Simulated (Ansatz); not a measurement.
A computed series for Ca: response to strain

The reference is Ca in the fcc (Cu type) structure (space group Fm-3m, No. 225; a = 5.568 Å; relaxed with 0.1 eV smearing). Axes: x, y, z lie along the cube axes.

Strains are applied to the cell and any free atomic positions relax; under biaxial strain the out-of-plane vector relaxes too.

Calculations: Ansatz (a first-principles code) r2SCAN, no spin-orbit coupling.

Candidates:
(a) isotropic strain −1.24 %
(b) biaxial strain −0.42 %, plane normal [001], relaxed out of plane
(c) uniaxial strain ε_zz = −1.75 %

Notes on the quantities. energy relative to the base: free energy F.

Order them by energy relative to the base, highest first.

(a) isotropic strain −1.24 % (+3.4 meV/atom), (c) uniaxial strain ε_zz = −1.75 % (+0.9 meV/atom), (b) biaxial strain −0.42 %, plane normal [001], relaxed out of plane (+0.1 meV/atom)

No phonon test of stability was made.
